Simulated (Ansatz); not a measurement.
An Ansatz (an electronic-structure program) input (DFT with HSE06, PAW potentials and a 420 eV plane-wave cutoff in Ansatz, no spin-orbit coupling):

Ansatz 0.2 input:
```yaml
crystal:
  lattice:
    - [2.9217393216, 0, 0]
    - [1.4608696608, 2.5303004757, 0]
    - [1.4608696608, -0.8434334919, 7.7777344687]
  atoms:
    - { symbol: Ga, position: [0.2128405401, 0.39357973, 0.1807391899] }
    - { symbol: Ga, position: [0.7871594599, 0.60642027, 0.8192608101] }
    - { symbol: O, position: [0, 0, 0] }
    - { symbol: O, position: [0.5201693176, 0.2399153412, 0.7197460236] }
    - { symbol: O, position: [0.4798306824, 0.7600846588, 0.2802539764] }
basis: { ecutwfc: 420, ecutrho_ratio: 4, xc_grid: 2, fft_grid_basis: typed }
kpoints: { mp_grid: { grid: [8, 8, 8] } }
hamiltonian:
  xc: hse06
  dispersion: none
  pseudopotentials: { kind: paw }
scf: { occupations: { method: fermi_dirac, width: 0.01 } }
output: { eigenvalues: true, eigenstates: { kpoints: [[0.142001, -0.142001, 0.142001], [0, 0, 0], [0, 0, 0.5], [0.5, 0, 0.5]] } }
```

Question: Which symmetry and how many k-points will the program report, and about how many plane waves at Γ?

Answer: Space group R-3m (ITA 166) with 12 operations, k-points 65 of 512, and 1111 plane waves at Γ.

Single points use the geometry relaxed with PBEsol. HSE06 gaps are upper bounds (no full band path). The cells carry an imposed strain or load. Stability against distortions was not tested. The cell was made from Ga2O3 (space group R-3m, No. 166; a hypothetical phase, not in the database extracts checked) by this change: biaxial strain −2.22 %, plane normal [001], relaxed out of plane.
